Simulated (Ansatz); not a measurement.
**BeTe: biaxial strain −2.50 %, plane normal [111], relaxed out of plane**

Base system: BeTe in the zinc blende structure (space group F-43m, No. 216; a = 5.604 Å). Axes: x, y, z lie along the cube axes.

One thing is altered: compressive biaxial strain of 2.50 % in the plane normal to [111], as in epitaxy on a mismatched substrate; the out-of-plane cell vector and the atoms relax.

All numbers come from Ansatz (a program for electronic structure) PBEsol, spin-orbit coupling left out. k-mesh 10×10×10 (Γ-centred); smearing 0.05 eV (Fermi–Dirac).

The volume per atom falls by 0.86 Å³ to 21.14 Å³ and the space group becomes R3m (No. 160) (base: F-43m (No. 216)). The shortest interatomic distance drops by 0.040 Å, from 2.427 Å to 2.387 Å and the energy rises by 13 meV/atom. The band gap drops by 0.253 eV to 1.58 eV and the gap character comes out as indirect, Γ → F. The valence-band top at Γ (three highest levels, from the VBM) changes from 0.00, 0.00, 0.00 eV to 0.00, 0.00, -0.35 eV and the valley order (the lowest conduction-band minima on the path, energy above the VBM, named in the base's zone) changes from X along ⟨100⟩ 1.84 eV; L along ⟨111⟩ 3.08 eV to X along [100] 1.58 eV; L along [1-11] 2.97 eV. The out-of-plane strain amounts to +1.07 % and the ratio −ε⊥/ε∥ amounts to 0.43. The mean in-plane stress (compression positive) is +4.0 GPa.

Final structure (turned so that z lies along the plane normal):

```
CELL_PARAMETERS angstrom
      3.86379     0.00000     0.00000
      1.93190     3.34614     0.00000
      1.93190    -1.11538     3.27032
ATOMIC_POSITIONS crystal
  Be 0.99681 0.00159 0.00478
  Te 0.50319 0.24841 0.74522
```

Spin-orbit coupling, missing from the scalar runs, can matter with Te. Stability against distortions was not tested. k-point labels follow each cell's own Brillouin zone.
